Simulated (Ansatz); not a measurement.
## Smallest direct gap on the k points sampled of KP₁₅ (P-1, No. 2, 32 atoms in the cell; start mp-1211471) at several levels of theory

No measured value is used here.

| level (code) | value (eV) |
|---|---|
| LDA (Ansatz) | 1.16 |
| PBEsol (Ansatz) | 1.18 |
| r²SCAN (Ansatz) | 1.41 |
| HSE06 (Ansatz) | 1.94 |

At these levels the smallest gap is indirect and lower: LDA 0.93, PBEsol 0.96, r²SCAN 1.18, HSE06 1.66 eV. Computed values are for a static lattice.  Values are at the PBE-D3(BJ) cell. Cutoffs and k meshes differ between the levels. Ansatz's density-functional and Hartree–Fock values are scalar-relativistic unless marked +SOC, with PAW data made under PBE.

A start named mp-… is a Materials Project structure, which need not be a measured phase.

Ansatz is a program for electronic structure.
